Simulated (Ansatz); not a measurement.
**Lattice constant a of Nb3Si (model structure, started from the D03 type, Fm-3m, No. 225, 4 atoms in the cell) at several levels of theory**

No measured value is used here.

```csv
level (code),value (Å)
PBE (Ansatz),6.450
PBEsol (Ansatz),6.385
PBE-D3(BJ) (Ansatz),?
```

Problem. Some entries are withheld; supply them.

Solution. 
- PBE-D3(BJ) (Ansatz, a first-principles code), value (Å): 6.370

Ansatz's density-functional and Hartree–Fock values are scalar-relativistic unless marked +SOC, with PAW data made under PBE.

A model structure was made by putting elements into a prototype or built by hand; it is no filed structure, need not be a known phase, and can be a saddle point held by its symmetry.
